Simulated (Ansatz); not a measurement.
Consider Sb-vacancy pair (Sb on one host Si site, one Si site vacant) in silicon, charge state +1. Method: PBE, PAW (plane waves to 420 eV; Ansatz, a program for electronic structure).

Cell of 216 host sites held at the relaxed PBE lattice; one k-point at (0.250, 0.250, 0.250); Fermi-Dirac width 0.01 eV, spin-restricted; finite-size errors left in. Energies are static. Spin-orbit coupling is left out. The charge state is imposed; whether it is stable for some Fermi level was not computed. Forms of the defect that were not tried may lie lower.

The step: the Sb atom itself jumps into the vacancy (Sb-vacancy distance between ideal sites 2.37 Å throughout); the atom moves 1.48 Å along (0.16, 0.16, 0.16) of the unit cell; the moving atom starts with neighbours 3 Si at 2.63 Å and ends with 3 Si at 2.63 Å. On the band's own sampling the forward barrier is 0.27 eV. Harmonic modes of the moving Sb atom alone, all others held, come from finite differences of 0.015 Å. The saddle point's order was not checked, and it lies on a symmetry element of the cell, where a band can be held.

**Question.** Which three frequencies does the atom have at the start and at the saddle point?

**Answer.** start 3.1, 3.9, 3.9 THz; saddle point 1.9i, 2.9 and 2.9 THz.

**Question.** What attempt frequency and zero-point change of the barrier follow from these modes alone, and what classical rate at 300 K?

**Answer.** ν = (3.1 × 3.9 × 3.9) / (2.9 × 2.9) ≈ 5.5 THz. The zero-point energy changes the barrier by h/2 × (5.8 − 10.8) THz = -0.010 eV. The classical rate is ν exp(−0.27/0.0259) ≈ 2e8 s⁻¹. One atom's modes give a rough prefactor, not that of the whole cell.
